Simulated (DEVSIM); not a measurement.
System: abrupt Ge p-n junction, at 300 K.

```
layer (left to right)  material  thickness (μm)  Nd (cm⁻³)  Na (cm⁻³)  τn (s)  τp (s)
---------------------  --------  --------------  ---------  ---------  ------  ------
1                            Ge            25.0          -     1.3e16  1.6e-5  1.6e-5
2                            Ge            6.40     1.6e16          -  1.6e-5  1.6e-5
```

Left contact: ohmic. Right contact: ohmic. Voltage is applied to the left contact. Recombination: SRH at mid-gap, radiative. Mobility is constant in doping.

The device is made up for the run: typed textbook-type constants, with dimensions and the other settings drawn at random. Values at 300 K.

```
parameter           Ge
-------------  -------
gap (eV)         0.664
affinity (eV)        4
permittivity        16
Nc (cm⁻³)      1.04e19
Nv (cm⁻³)         6e18
μn (cm²/Vs)       3900
μp (cm²/Vs)       1900
B (cm³/s)      6.4e-14
```

DEVSIM, 1D drift-diffusion, Boltzmann statistics, complete ionisation; no tunnelling, impact ionisation, image-force lowering or self-heating.

The thickness of layer 1 was swept, all else fixed.

| thickness of layer 1 (μm) | dark forward voltage at 100 A/cm² (V) | dark forward voltage at 1 A/cm² (V) |
|---|---|---|
| 5 | 0.297 | 0.169 |
| 8.8 | 0.311 | 0.180 |
| 15 | 0.326 | 0.188 |
| 25 | 0.343 | 0.194 |
| 42 | 0.369 | 0.199 |
| 75 | 0.412 | 0.203 |
| 120 | 0.468 | 0.206 |

From the first row to the last the dark forward voltage at 100 A/cm² goes from 0.297 to 0.468. From the first row to the last the dark forward voltage at 1 A/cm² goes from 0.169 to 0.206.
